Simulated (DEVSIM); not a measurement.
System: illuminated GaAs p-on-n cell, one wavelength, at 300 K.

| layer (left to right) | material | thickness (μm) | Nd (cm⁻³) | Na (cm⁻³) | τn (s) | τp (s) | absorption coefficient (cm⁻¹) |
|---|---|---|---|---|---|---|---|
| 1 | GaAs | 0.150 | - | 1.4e18 | 8.9e-12 | 1.1e-10 | 76000 |
| 2 | GaAs | 1.50 | 4.9e16 | - | 8.1e-10 | 8.1e-10 | 76000 |

Left contact: ohmic, minority electron recombination velocity 10 cm/s. Right contact: ohmic, minority hole recombination velocity 40000 cm/s. Voltage is applied to the left contact. Recombination: SRH at mid-gap, radiative, Auger. Light enters at the left, 1.2e17 photons cm⁻² s⁻¹, one pass, no reflection. Mobility is constant in doping.

The device is made up for the run: typed textbook-type constants, with dimensions and the other settings drawn at random. Values at 300 K.

```csv
parameter,GaAs
gap (eV),1.424
affinity (eV),4.07
permittivity,12.9
Nc (cm⁻³),4.7e17
Nv (cm⁻³),9e18
μn (cm²/Vs),8500
μp (cm²/Vs),400
B (cm³/s),2e-10
Cn (cm⁶/s),1e-30
Cp (cm⁶/s),1e-30
```

Simulated with DEVSIM: 1D drift-diffusion, Boltzmann statistics, complete ionisation; no tunnelling, impact ionisation, image-force lowering or self-heating.

Problem. Tabulate band edges, carrier densities and field at zero bias, in the dark.

Solution. Energies count from the Fermi level of the right contact; mesh points crowd at the junctions.

```
x (μm)   Ec (eV)  Ev (eV)  n (cm⁻³)  p (cm⁻³)  field (V/cm)
-------  -------  -------  --------  --------  ------------
0.000      1.376   -0.048     < 1e2    1.4e18           ≈ 0
0.01266    1.376   -0.048     < 1e2    1.4e18           ≈ 0
0.03161    1.376   -0.048     < 1e2    1.4e18           ≈ 0
0.05538    1.376   -0.048     < 1e2    1.4e18           ≈ 0
0.09437    1.376   -0.048     < 1e2    1.4e18           ≈ 0
0.1182     1.376   -0.048     < 1e2    1.4e18           -50
0.1372     1.373   -0.051     < 1e2    1.2e18         -8600
0.1531     1.266   -0.158     < 1e2    2.0e16       -130000
0.1683     1.080   -0.344     < 1e2    1.5e13       -120000
0.1918     0.824   -0.600      6600     7.6e8       -100000
0.2322     0.473   -0.951     5.3e9       950        -73000
0.3187     0.096   -1.328    1.2e16     < 1e2        -16000
0.4239     0.059   -1.365    4.9e16     < 1e2          -120
0.5865     0.058   -1.366    4.9e16     < 1e2           ≈ 0
0.9300     0.058   -1.366    4.9e16     < 1e2           ≈ 0
1.211      0.058   -1.366    4.9e16     < 1e2           ≈ 0
1.375      0.058   -1.366    4.9e16     < 1e2           ≈ 0
1.480      0.058   -1.366    4.9e16     < 1e2           ≈ 0
1.567      0.058   -1.366    4.9e16     < 1e2           ≈ 0
1.608      0.058   -1.366    4.9e16     < 1e2           ≈ 0
1.631      0.058   -1.366    4.9e16     < 1e2           ≈ 0
1.650      0.058   -1.366    4.9e16     < 1e2           ≈ 0
```
